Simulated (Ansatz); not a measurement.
## Quick settings and what they miss: YB2Mo (Amm2, 4 atoms in the cell)

Self-consistent single point.

```
YB2Mo
1.0
    3.11454     0.00000     0.00000
    0.00000     1.65796     5.06693
    0.00000    -1.65796     5.06693
Y B Mo
1 2 1
Direct
  0.00000   0.15719   0.15719
  0.50000   0.52330   0.52330
  0.00000   0.44075   0.44075
  0.50000   0.87876   0.87876
```

Method of the run: LDA (PW92), PAW files made with PBE (plane waves; Ansatz, a quantum-chemistry and plane-wave program).

Base settings: basis.ecutwfc = 30.9 Ry; kpoints.mp_grid.grid = 7 7 7; hamiltonian.xc = lda; hamiltonian.pseudopotentials = {kind: paw} (the program's default PAW files); scf.occupations.method = gaussian; scf.occupations.width = 0.0073 Ry.

Tight run (finer mesh or higher cutoff; not a proven limit): basis.ecutwfc: 30.9 Ry → 43.4 Ry; kpoints.mp_grid.grid: 7 7 7 → 10 10 10; scf.convergence.dr2_threshold: default (1e-07 eV) → 1e-09 eV. It gave Fermi level (on the code's own zero) 14.42 eV; pressure -5.14 GPa; largest force (vector length) 0.098 eV/Å.

Quick runs, as changes from the base:
- A: the base itself
- B: basis.ecutwfc: 30.9 Ry → 15.4 Ry; kpoints.mp_grid.grid: 7 7 7 → 4 4 4; scf.convergence.dr2_threshold: default (1e-07 eV) → 0.0001 eV
- C: basis.ecutwfc: 30.9 Ry → 24.6 Ry; kpoints.mp_grid.grid: 7 7 7 → 2 2 2; hamiltonian.xc: lda → pbesol [PBEsol]
- D: basis.ecutwfc: 30.9 Ry → 18.4 Ry; kpoints.mp_grid.grid: 7 7 7 → 1 1 1; scf.occupations.method: gaussian → cold; scf.occupations.width: 0.0073 Ry → 0.01 Ry; scf.convergence.dr2_threshold: default (1e-07 eV) → 0.001 eV
- E: basis.ecutwfc: 30.9 Ry → 15.4 Ry; kpoints.mp_grid.grid: 7 7 7 → 8 8 8; kpoints.mp_grid.shift: default → 0.5 0.5 0.5
- F: basis.ecutwfc: 30.9 Ry → 15.4 Ry; kpoints.mp_grid.grid: 7 7 7 → 2 2 2

Energies are extrapolated to zero smearing width, which holds to low order in the width alone.

Dashes: energy of C, another energy zero.

† marks runs with another functional, U, potentials or spin treatment: their distance from the tight run is not a convergence error alone.

The count of work is k-points × plane waves × bands × iterations; it is no time. 

Pressures in the table are Ansatz's without its Pulay estimate, at a fixed set of plane waves; the tight run's value above holds the estimate.

The starting cell comes from a database of computed structures (which also holds hypothetical and non-ambient phases and stackings), without a prior relaxation at this level. Its lattice was rescaled by a random factor within 2.5 % of one. Spin polarisation is off. In the base run, with a pressure of about -5 GPa the cell is away from its equilibrium volume at this level.

| run | energy less tight (meV/atom) | pressure less tight (GPa) | largest miss in a force vector (eV/Å) | count of work / tight |
|---|---|---|---|---|
| A | 0.4 | 0.02 | 0.081 | 0.19 |
| B | 867.5 | -49.40 | 0.240 | 0.017 |
| C† | – | 4.65 | 1.054 | 0.015 |
| D | 1369.1 | 1.27 | 6.010 | 0.0014 |
| E | 867.5 | -49.94 | 0.413 | 0.073 |
| F | 930.6 | -47.55 | 1.279 | 0.0075 |

Among the runs at the tight run's level, the energy misses run from 0.4 to 1369.1 meV/atom.

Keys are those of Ansatz 0.2.
